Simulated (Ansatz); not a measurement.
For Hf₃Ge (model structure, started from the A15 type, Pm-3n, No. 223, 8 atoms in the cell), PBE in Ansatz (PAW) gives:

* **lattice parameter a**: 5.447 Å
* **enthalpy of formation**: -0.220 eV/atom

Question: What does PBE-D3(BJ) in Ansatz (plane waves, PAW) give for the same quantities?

Answer: 
- lattice constant a: 5.387 Å (drops by 1.1 %)
- formation enthalpy: -0.271 eV/atom (moves by -0.051 eV/atom)

Changes are worked out from the printed values.

Unless a cell is named, each level is at its own relaxed cell (PBE 20.20, PBE-D3(BJ) 19.54 Å³/atom).

Levels without +SOC leave out spin–orbit coupling, which shifts energies and cells of such heavy elements.

Ansatz's density-functional and Hartree–Fock values are scalar-relativistic unless marked +SOC, with PAW data made under PBE.

A model structure was made by putting elements into a prototype or built by hand; it is no filed structure, need not be a known phase, and can be a saddle point held by its symmetry.

Ansatz is a program for electronic structure.
